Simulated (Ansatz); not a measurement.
Base system: PdGe in the rock salt structure (space group Fm-3m, No. 225; a = 5.215 Å; a hypothetical phase, not in the database extracts checked).

Method: Ansatz (a program for electronic structure), PBE, PAW, cutoff 420 eV, without spin-orbit coupling, earlier PAW set.

For the base:

Lattice parameter a: 5.215 Å
Band gap: zero

Modification: every Pd is replaced by Cd, then cell and atoms are relaxed.

Problem. What happens to the lattice parameter a and band gap?

Solution. The lattice parameter a goes up by 0.478 Å (5.215 Å → 5.693 Å); the band gap is still zero.

Whether these cells are dynamically stable was not tested. As relaxed here, CdGe is a hypothetical phase, not in the database extracts checked. The final runs are not spin-polarised.
